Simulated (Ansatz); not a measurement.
## Effect of biaxial strain +0.54 %, plane normal [001], relaxed out of plane on Ru

Start from Ru in the hcp (Mg type) structure (space group P6_3/mmc, No. 194; a = 2.7046 Å, c = 4.2601 Å). Axes: x lies along a and z along c of the hexagonal cell.

Now apply this change: tensile biaxial strain of 0.54 % in the plane normal to [001], as in epitaxy on a mismatched substrate; the out-of-plane cell vector and the atoms relax.

Level of theory: r2SCAN, PAW, 500 eV (Ansatz, a quantum-chemistry and plane-wave program; spin-orbit coupling left out). Settings: 20×20×11 k-points, 0.05 eV Fermi–Dirac smearing.

```json
[
 {"quantity": "volume per atom", "base": "13.49 Å³", "changed": "13.60 Å³", "shift": "+0.11 Å³"},
 {"quantity": "space group", "base": "P6_3/mmc (No. 194)", "changed": "P6_3/mmc (No. 194)", "shift": "–"},
 {"quantity": "shortest interatomic distance", "base": "2.641 Å", "changed": "2.641 Å", "shift": "0.000 Å"},
 {"quantity": "pressure (mean of the normal stresses, compression positive)", "base": "0.0 GPa", "changed": "-2.5 GPa", "shift": "-2.5 GPa"},
 {"quantity": "band gap", "base": "zero", "changed": "zero", "shift": "–"},
 {"quantity": "out-of-plane strain (rough)", "base": "–", "changed": "-0.28 %", "shift": "–"},
 {"quantity": "mean in-plane stress (compression positive) (rough)", "base": "–", "changed": "-3.7 GPa", "shift": "–"}
]
```

Final structure (turned so that z lies along the plane normal):

```
CELL_PARAMETERS angstrom
      2.71917     0.00000     0.00000
      1.35958     2.35487     0.00000
      0.00000     0.00000     4.24814
ATOMIC_POSITIONS crystal
  Ru 0.33333 0.33333 0.75000
  Ru 0.66667 0.66667 0.25000
```

Cost of the whole job for the changed cell (relaxation, final SCF and bands): very roughly 60 core-seconds.

Without a gap, meshes like the base's 20×20×11 leave anisotropic stresses uncertain by several tenths of a GPa, and small strain energies with them. No phonon test of stability was made. The final runs are not spin-polarised.
